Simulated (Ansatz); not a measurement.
# Pressure series in TiB2

The parent structure is TiB₂ (space group P6/mmm, No. 191; a = 3.025 Å, c = 3.223 Å).

Cell and atoms are relaxed at each pressure.

The values are results of r2SCAN (Ansatz, a program for electronic structure, PAW, spin-orbit coupling left out), not measurements.

Notes on the quantities. enthalpy: H = E + PV relative to the base's energy.

```json
[
 {"case": "base", "lattice parameter a": "3.025 Å", "enthalpy": "–"},
 {"case": "pressure −2 GPa", "lattice parameter a": "3.032 Å", "enthalpy": "-0.11 eV/atom"},
 {"case": "pressure −1 GPa", "lattice parameter a": "3.028 Å", "enthalpy": "-0.05 eV/atom"},
 {"case": "pressure 1.8 GPa", "lattice parameter a": "3.019 Å", "enthalpy": "+0.10 eV/atom"},
 {"case": "pressure 4.2 GPa", "lattice parameter a": "3.011 Å", "enthalpy": "+0.22 eV/atom"},
 {"case": "pressure 9 GPa", "lattice parameter a": "2.996 Å", "enthalpy": "+0.47 eV/atom"},
 {"case": "pressure 18 GPa", "lattice parameter a": "2.971 Å", "enthalpy": "+0.93 eV/atom"},
 {"case": "pressure 30 GPa", "lattice parameter a": "2.941 Å", "enthalpy": "+1.51 eV/atom"},
 {"case": "pressure 45 GPa", "lattice parameter a": "2.908 Å", "enthalpy": "+2.22 eV/atom"},
 {"case": "pressure 60 GPa", "lattice parameter a": "2.879 Å", "enthalpy": "+2.91 eV/atom"}
]
```

Load acts through the strain it causes; cell and atoms are relaxed under it. No phonon test of stability was made. Competing high-pressure phases were not computed. All final runs are without spin polarisation.
